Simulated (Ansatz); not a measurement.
Worked example: self-consistent single point of CaSi (Cmcm, 4 atoms in the cell) in Ansatz (a first-principles code)

Level of theory: LDA (PW92), default PAW files made with PBE (plane waves; Ansatz).

Input as run:

Ansatz 0.2 input:
```yaml
# CaSi
crystal:
  lattice:
    - [2.288862, -5.372398, 0.000000]
    - [2.288862, 5.372398, 0.000000]
    - [0.000000, 0.000000, 3.924927]
  atoms:
    - { symbol: Ca, position: [0.138510, 0.861490, 0.250000] }
    - { symbol: Ca, position: [0.861490, 0.138510, 0.750000] }
    - { symbol: Si, position: [0.431550, 0.568450, 0.250000] }
    - { symbol: Si, position: [0.568450, 0.431550, 0.750000] }
basis:
  ecutwfc: 420.0
kpoints:
  mp_grid: { grid: [8, 8, 9] }
hamiltonian:
  xc: lda
  pseudopotentials: { kind: paw }
scf:
  occupations: { method: fermi_dirac, width: 0.1 }
output:
  forces: true
  eigenvalues: true
  stress: true
```

Log, with long lists cut:

```
WARN ansatz: RAYON_NUM_THREADS=1 ignored (pool sized by the plan → 1); use --threads N
Pseudopotentials: kind: paw
Pseudopotential: Ca, paw, valence charge 10
Pseudopotential: Si, paw, valence charge 4
Crystal: 4 atoms, lattice volume = 96.527 Å³
Basis set: ecut = 420 eV, 1879 PW (Γ)
Bands: 18, of which v1, the nominal top of the filled ones, is band 14 counted from 1 (13 counted from 0)
Symmetry: 8 space group operations
Space group: Cmcm (ITA 63), of the structure as read, at distance tolerance 4.6e-5 Å
k-points: 105 of 576
PAW frozen core: Ca, regenerated for the run's functional, and the local potential with it
PAW frozen core: Si, regenerated for the run's functional, and the local potential with it
Initial density: superposition of atomic densities (neutral atoms: chi_scale 0, normalization atom), corrected by the library's trained network
Initial wavefunctions: pseudopotential atomic-orbital guess
Eigensolver: davidson
Functional: x = slater, c = lda
SCF iter   1: F=—  HF=-4764.952148 eV  |F-HF|=—  |Δ(HF+E_count)|=         —  Δρ=4.51e-3  dr2=2.17e-2  ethr=1.77e-3  ⟨swp⟩=8.1  Hψ=11851  notcnv=0
all-band conjugate gradients solve this SCF's bands
preconditioner: auto → Kerker (q_TF=auto, 2.220 Å⁻¹)
SCF iter   2: F=—  HF=-4764.949801 eV  |F-HF|=—  |Δ(HF+E_count)|=   2.35e-3  Δρ=2.73e-3  dr2=8.95e-3  ethr=7.76e-5  ⟨swp⟩=1.1  Hψ=2738  notcnv=0
SCF iter   3: F=—  HF=-4764.948037 eV  |F-HF|=—  |Δ(HF+E_count)|=   1.76e-3  Δρ=2.59e-4  dr2=6.09e-5  ethr=3.20e-5  ⟨swp⟩=2.0  Hψ=2405  notcnv=0
SCF iter   4: F=—  HF=-4764.948038 eV  |F-HF|=—  |Δ(HF+E_count)|=   1.51e-6  Δρ=1.06e-4  dr2=1.37e-5  ethr=2.18e-7  ⟨swp⟩=2.2  Hψ=2617  notcnv=0
SCF iter   5: F=—  HF=-4764.948036 eV  |F-HF|=—  |Δ(HF+E_count)|=   1.72e-6  Δρ=1.68e-5  dr2=4.02e-7  ethr=4.90e-8  ⟨swp⟩=2.9  Hψ=3107  notcnv=0
SCF iter   6: F=-4764.948036 eV  HF=-4764.948036 eV  |F-HF|=3.06e-8  |Δ(HF+E_count)|=   1.92e-8  Δρ=5.43e-6  dr2=6.61e-8  ethr=3.57e-10  ⟨swp⟩=6.1  Hψ=9078  notcnv=0
SCF 1 converged in 6 iterations: F = -4764.948036 eV  dr2 = 6.61e-8
SCF converged after 6 iterations
Free energy (F): -4764.948036 eV
Harris-Foulkes:  -4764.948036 eV  (|F-HF|=3.06e-8)
Internal energy: -4764.890877 eV  (E = F + TS)
E sigma→0 (E₀):  -4764.919457 eV
Entropy (-TS):   -0.057160 eV (-14.290 meV/atom)
Fermi energy:    7.209307 eV
--- Per-component energies (eV) ---
  E_band       = -270.835124
  E_kinetic    = 635.072632
  E_local      = -1586.066441  (includes V_loc(G=0)·N_el)
  E_nonlocal   = 187.380365
  E_hartree    = 532.043595
  E_xc         = -379.875648
  E_vxc        = -434.061239  (∫ρ·V_xc dr)
  E_paw        = -2604.365886  (= ΣΔE_a)
  E_vpaw       = -137.250695  (= ΣTr[D̂ρ^β])
  E_aug_tail   = 0.000001  (compensation charges beyond the density's cutoff)
  E_ewald      = -1549.814487
  E_core_change = 0.734993  (= ΣΔE_core)
  E_smearing   = -0.057160  (= −TS)
  E_closure    = -0.000000  (closes the sum)
  Σ components = -4764.948036   (vs F -4764.948036, Δ=0.00e0)
--- Forces (eV/Å), atoms counted from 1 ---
  atom   1  Ca    -0.00000000     0.03654868     0.00000000
  atom   2  Ca     0.00000000    -0.03654868    -0.00000000
  atom   3  Si    -0.00000000     0.02337450    -0.00000000
  atom   4  Si     0.00000000    -0.02337450     0.00000000
  max |Σ_I F_I| component: 0.00e0 eV/Å
--- Stress (GPa, compression-positive) ---
       -4.655265       0.000000      -0.000000
        0.000000      -3.512583       0.000000
       -0.000000       0.000000      -4.442162
  P = ⅓ Tr σ = -4.2033 GPa (-42.033 kbar)
  The stress holds the Pulay correction. Without it, at fixed plane waves, as pw.x and ABINIT print it: P = -4.2208 GPa
--- Band table (eV; the first three rows and the last of 105) ---
  k-point 0: bands = ["-33.4573", "-33.4273", "-14.8522", "-14.7546", "-14.7268", "-14.7031", "-14.6525", "-14.6203", "-2.8583", "2.0365", "4.6934", "4.9701", "5.4363", "6.9192", "8.0101", "8.1449", "9.8800", "10.1273"]
  k-point 1: bands = ["-33.4558", "-33.4276", "-14.8455", "-14.7525", "-14.7264", "-14.7113", "-14.6569", "-14.6330", "-2.7425", "2.0165", "4.6427", "4.7899", "5.0186", "7.6789", "7.8513", "8.0241", "9.6509", "9.8536"]
  k-point 2: bands = ["-33.4517", "-33.4287", "-14.8266", "-14.7470", "-14.7312", "-14.7257", "-14.6705", "-14.6655", "-2.3987", "1.7233", "3.8721", "5.0484", "5.1627", "7.2664", "7.7741", "8.3898", "9.1008", "9.3373"]
  k-point 104: bands = ["-33.4377", "-33.4370", "-14.8390", "-14.8320", "-14.7381", "-14.7235", "-14.6587", "-14.6535", "-0.8995", "0.0070", "3.4776", "4.3110", "5.9211", "6.4040", "8.0893", "8.5364", "9.3860", "9.5373"]
```

The run converged in 6 iterations.

The starting cell comes from a database of computed structures (which also holds hypothetical and non-ambient phases and stackings), without a prior relaxation at this level. Its lattice was rescaled by up to half a per cent. With a pressure of about -4 GPa the cell is away from its equilibrium volume at this level. Ansatz's pressure includes its estimate of the finite-basis (Pulay) stress.
